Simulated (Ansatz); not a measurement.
The structure below was relaxed with PBE, PAW, 420 eV (Ansatz, a first-principles code; no spin-orbit coupling), earlier PAW set, at pressure −2 GPa.

Space group Fm-3m (No. 225); a = b = c = 5.132 Å, α = β = γ = 90.00°

```tsv
atom	site	symmetry	x	y	z
Pb	4a	m-3m	0.0000	0.0000	0.0000
```

Task: Write out a cell with all atoms.

Result: 
```cif
data_Pb4
_chemical_formula_sum 'Pb4'
_space_group_name_H-M_alt 'P 1'
_space_group_IT_number 1
_cell_length_a 5.13208
_cell_length_b 5.13208
_cell_length_c 5.13208
_cell_angle_alpha 90.000
_cell_angle_beta 90.000
_cell_angle_gamma 90.000
loop_
_space_group_symop_operation_xyz
  'x, y, z'
loop_
_atom_site_label
_atom_site_type_symbol
_atom_site_fract_x
_atom_site_fract_y
_atom_site_fract_z
_atom_site_occupancy
Pb1 Pb 0.00000 0.00000 0.00000 1
Pb2 Pb 0.00000 0.50000 0.50000 1
Pb3 Pb 0.50000 0.00000 0.50000 1
Pb4 Pb 0.50000 0.50000 0.00000 1
```
This is the conventional cell.

Load acts through the strain it causes; cell and atoms are relaxed under it. Stability against distortions was not tested. The cell was made from Pb in the fcc (Cu type) structure (space group Fm-3m, No. 225) by this change: pressure −2 GPa.
